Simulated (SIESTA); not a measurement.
Input and output of a self-consistent single point for Na3BrO (P4mm, 5 atoms in the cell) (SIESTA).

Method: SIESTA with GGA PBEsol, numerical atomic orbitals DZP, PseudoDojo PBEsol standard norm-conserving potentials (rewritten from UPF to PSML).

```
CELL_PARAMETERS angstrom
      4.51046     0.00000     0.00000
      0.00000     4.51046     0.00000
      0.00000     0.00000     4.51046
ATOMIC_POSITIONS crystal
  Na 0.01108 0.50000 0.50000
  Na 0.50000 0.00000 0.50000
  Na 0.50000 0.50000 0.00000
  Br 0.00000 0.00000 0.00000
  O  0.50000 0.50000 0.50000
```

Reference input (self-consistent single point, DFT, GGA PBEsol, numerical atomic orbitals DZP, PseudoDojo PBEsol standard norm-conserving potentials (rewritten from UPF to PSML)): XC.functional = GGA; XC.authors = PBEsol; potentials = PseudoDojo PBEsol standard; PAO.BasisSize = DZP; PAO.EnergyShift = 0.005 Ry; MeshCutoff = 400 Ry; kgrid.MonkhorstPack = 3 3 3; OccupationFunction = FD; ElectronicTemperature = 20 meV; MaxSCFIterations = 150; SCF.Mixer.Method = Pulay; SCF.Mixer.Weight = 0.2. This run's input differs from it in these lines:

```diff
@@ -32,5 +32,5 @@
 %block kgrid.MonkhorstPack
-    3   0   0  0.0
-    0   3   0  0.0
-    0   0   3  0.0
+    8   0   0  0.5
+    0   8   0  0.5
+    0   0   8  0.5
 %endblock kgrid.MonkhorstPack
```

Log, with long lists cut:

```
        iscf     Eharris(eV)        E_KS(eV)     FreeEng(eV)     dDmax    Ef(eV) dHmax(eV)
   scf:    1    -4577.732012    -4597.745612    -4597.745612  0.763999 -6.978732 18.983913
   scf:    2    -4607.394580    -4603.431480    -4603.431480  0.284626 -7.233736  7.543339
   scf:    3    -4604.047929    -4604.473735    -4604.473735  0.186589 -5.088070  2.137737
   scf:    4    -4599.998710    -4603.142164    -4603.142164  0.205769 -5.344388  8.380529
   scf:    5    -4605.270655    -4604.541240    -4604.541240  0.120360 -5.452752  1.817103
   scf:    6    -4604.640668    -4604.600438    -4604.600438  0.022858 -5.456790  0.740026
   scf:    7    -4604.617425    -4604.610941    -4604.610941  0.011319 -5.451776  0.244701
   scf:    8    -4604.612421    -4604.612239    -4604.612239  0.006110 -5.450914  0.014550
   scf:    9    -4604.612239    -4604.612239    -4604.612239  0.000004 -5.450915  0.014724
   scf:   10    -4604.612244    -4604.612242    -4604.612242  0.000427 -5.451652  0.009148
mix: Pulay -- inversion failed, > SVD [rank/size] 4 / 7
   scf:   11    -4604.612244    -4604.612244    -4604.612244  0.000212 -5.451680  0.000091
mix: Pulay -- inversion failed, > SVD [rank/size] 4 / 7
   scf:   12    -4604.612244    -4604.612244    -4604.612244  0.000005 -5.451682  0.000065
SCF Convergence by DM+H criterion
max |DM_out - DM_in|         :     0.0000049775
max |H_out - H_in|      (eV) :     0.0000648385
SCF cycle converged after 12 iterations

Using DM_out to compute the final energy and forces

siesta: E_KS(eV) =            -4604.6122

siesta: E_KS - E_eggbox =     -4604.6122

siesta: Atomic forces (eV/Ang):
     1   -0.320295   -0.000000   -0.000000
     2    0.055156   -0.000000   -0.000000
     3    0.055156    0.000000   -0.000000
     4    0.012108   -0.000000    0.000000
     5    0.212703    0.000000    0.000000
   Tot    0.014829   -0.000000   -0.000000
   Max    0.320295
   Res    0.101345    sqrt( Sum f_i^2 / 3N )
   Max    0.320295    constrained

Stress tensor Voigt[x,y,z,yz,xz,xy] (kbar):       -2.75       -1.42       -1.42        0.00       -0.00       -0.00
   [... lines left out ...]
siesta: FreeEng =     -4604.612244
   [... lines left out ...]
siesta:    -0.001714   -0.000000   -0.000000
siesta:    -0.000000   -0.000888    0.000000
siesta:    -0.000000    0.000000   -0.000888

siesta: Cell volume =         91.762167 Ang**3

siesta: Pressure (static):
siesta:                Solid            Molecule  Units
siesta:           0.00001267         -0.00001472  Ry/Bohr**3
siesta:           0.00116323         -0.00135141  eV/Ang**3
siesta:           1.86370582         -2.16519963  kBar
```

The run converged in 12 iterations. Against the reference run the free energy goes down by 3.6 meV/atom, the pressure hardly changes (0.22 to 0.19 GPa), the largest force moves little (0.319 to 0.320 eV/Å) and the gap on the mesh goes from 2.114 to 2.379 eV.

The starting cell comes from a database of computed structures (which also holds hypothetical and non-ambient phases and stackings), without a prior relaxation at this level. Its lattice was rescaled by up to half a per cent. One atom was moved a little off its site on purpose. Values carry the incompleteness of an atom-centred basis. Another mesh or the band path of this cell gives a smaller gap, so this value is not converged in the mesh.

Cost on one core of a shared machine: roughly 80 s.
